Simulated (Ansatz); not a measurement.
## hypothetical zinc blende PbTe with two functionals

Base system: PbTe in the zinc blende structure (space group F-43m, No. 216; a = 7.336 Å; a hypothetical phase, not in the database extracts checked).

(Cell as relaxed with PBE.)

Levels (all Ansatz, a quantum-chemistry and plane-wave program, PAW, earlier PAW set): PBE (420 eV, no SOC); PBEsol (420 eV, no SOC).

Each level relaxes its own structure.

```
quantity                                        PBE  PBEsol
-------------------  ------------------------------  ------
volume per atom                            49.34 Å³     ___
lattice parameter a                         7.336 Å     ___
band gap                                    0.64 eV     ___
gap character                       indirect, W → X     ___
electron mass        2.4 mₑ along k, 0.37 mₑ across     ___
```

### Question
Given the PBE results, estimate those of PBEsol.

### Answer

- volume per atom, PBEsol: 46.78 Å³
- lattice parameter a, PBEsol: 7.206 Å
- band gap, PBEsol: 0.45 eV
- gap character, PBEsol: indirect, W → X
- electron mass, PBEsol: 2.0 mₑ along k, 0.34 mₑ across

PBE's volume per atom lies 2.56 Å³ above PBEsol's (5.5 %); PBE's lattice parameter a lies 0.1294 Å above PBEsol's (1.8 %); PBE's band gap lies 0.19 eV above PBEsol's; the two agree on the gap character. Neither level is exact; PBEsol is the comparison here, not a measurement.

Spin-orbit coupling, missing from the scalar runs, can matter with Pb and Te. Effective masses come from finite differences of ±0.01 Å⁻¹. Along k means along the line from Γ to the band edge. Stability against distortions was not tested.
